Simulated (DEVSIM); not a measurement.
Device: Schottky contact on n-type Si, at 300 K.

Layer 1 from the left is Si, thickness (μm) 1.50, Nd (cm⁻³) 6.7e16, τn (s) 5.8e-7, τp (s) 5.8e-7.

Left contact: Schottky, work function 4.7 eV, emission velocity 1.1e7 cm/s. Right contact: ohmic. Voltage is applied to the left contact. Recombination: SRH at mid-gap, radiative, Auger. Mobility is μmin + (μ − μmin)/(1 + (N/Nref)^α).

Constants are typed, rounded textbook-type inputs, not results; the design itself was drawn at random and stands for no fabricated device. Values at 300 K.

Si: gap (eV) 1.124, affinity (eV) 4.05, permittivity 11.7, Nc (cm⁻³) 2.86e19, Nv (cm⁻³) 3.1e19, μn (cm²/Vs) 1417, μp (cm²/Vs) 470, μn,min 52, μp,min 45, Nref,n 9.7e16, Nref,p 2.2e17, αn 0.68, αp 0.72, B (cm³/s) 4.7e-15, Cn (cm⁶/s) 2.8e-31, Cp (cm⁶/s) 9.9e-32.

Model (solved in DEVSIM): 1D drift-diffusion, Boltzmann statistics, complete ionisation; no tunnelling, impact ionisation, image-force lowering or self-heating. Metal contacts follow the ideal Schottky-Mott rule: no Fermi-level pinning, no interface dipoles.

Dark forward current:

| |V| (V) | |J| (A/cm²) |
|---|---|
| 0.05 | 0.003124 |
| 0.10 | 0.02451 |
| 0.15 | 0.1706 |
| 0.20 | 1.165 |
| 0.25 | 7.871 |
| 0.30 | 51.41 |
| 0.35 | 291.4 |
| 0.40 | 1116 |
| 0.45 | 2669 |

Question: Work out the local ideality factor n = ΔV / (kT/q · ln(J2/J1)) between the rows 0.15 and 0.20 V, 0.40 and 0.45 V.

Answer: kT/q = 25.85 mV. From 0.15 to 0.20 V: ln(1.165/0.1706) = 1.921, n = 1.01, near the 1 of diffusion or emission over a barrier. From 0.40 to 0.45 V: ln(2669/1116) = 0.872, n = 2.22; the layers' resistance at their doping, Σ W/(qμN) = 1.7e-5 Ω cm², would take 26 mV of this step of 50 mV.

Question: Estimate the current at 0.20 V for emission alone, J0 = q v N_band exp(−φB/kT), and read the barrier back from the simulated current.

Answer: φB = 0.650 eV, N_band = 2.86e19 cm⁻³, J0 = 0.000605 A/cm²; J = J0 (exp(qV/kT) − 1) = 1.39 A/cm². The simulation gives 1.17 A/cm²; the estimate lies 19 % above. Read backwards, the simulated current gives an apparent barrier of 0.655 eV. The estimate leaves out transport through the depletion region and minority injection.
